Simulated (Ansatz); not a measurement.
## Sc2Ge2O7 (Fd-3m, No. 227, 22 atoms in the cell; start mp-757450)

All values below come from r²SCAN+SOC in Ansatz (plane waves, PAW).

Run with plane-wave cutoff 560 eV, 6×6×6 k mesh, Fermi–Dirac smearing 0.01 eV, PAW data made under PBE.

Cell (relaxed with PBEsol):

```cif
data_Ge4O14Sc4
_chemical_formula_sum 'Sc4 Ge4 O14'
_space_group_name_H-M_alt 'P 1'
_space_group_IT_number 1
_cell_length_a 6.79240
_cell_length_b 6.79240
_cell_length_c 6.79240
_cell_angle_alpha 60.000
_cell_angle_beta 60.000
_cell_angle_gamma 60.000
loop_
_space_group_symop_operation_xyz
  'x, y, z'
loop_
_atom_site_label
_atom_site_type_symbol
_atom_site_fract_x
_atom_site_fract_y
_atom_site_fract_z
_atom_site_occupancy
Sc1 Sc 0.62500 0.62500 0.62500 1
Sc2 Sc 0.12500 0.62500 0.62500 1
Sc3 Sc 0.62500 0.62500 0.12500 1
Sc4 Sc 0.62500 0.12500 0.62500 1
Ge1 Ge 0.12500 0.62500 0.12500 1
Ge2 Ge 0.12500 0.12500 0.12500 1
Ge3 Ge 0.62500 0.12500 0.12500 1
Ge4 Ge 0.12500 0.12500 0.62500 1
O1 O 0.75000 0.75000 0.75000 1
O2 O 0.50000 0.50000 0.50000 1
O3 O 0.20851 0.79149 0.79149 1
O4 O 0.04149 0.45851 0.04149 1
O5 O 0.79149 0.20851 0.20851 1
O6 O 0.45851 0.04149 0.45851 1
O7 O 0.79149 0.20851 0.79149 1
O8 O 0.04149 0.04149 0.45851 1
O9 O 0.20851 0.79149 0.20851 1
O10 O 0.45851 0.45851 0.04149 1
O11 O 0.79149 0.79149 0.20851 1
O12 O 0.45851 0.04149 0.04149 1
O13 O 0.20851 0.20851 0.79149 1
O14 O 0.04149 0.45851 0.45851 1
```

| Quantity | Result |
|---|---|
| band gap | 4.31 eV (on the SCF k mesh) |
| direct gap at Γ | 4.47 eV |

Note: cell and atoms aren't relaxed at this level (largest force component 0.29 eV/Å, pressure -0.3 GPa).

Static lattice: no zero-point or thermal effects.

A start named mp-… is a Materials Project structure, which need not be a measured phase.

Ansatz is a quantum-chemistry and plane-wave program.
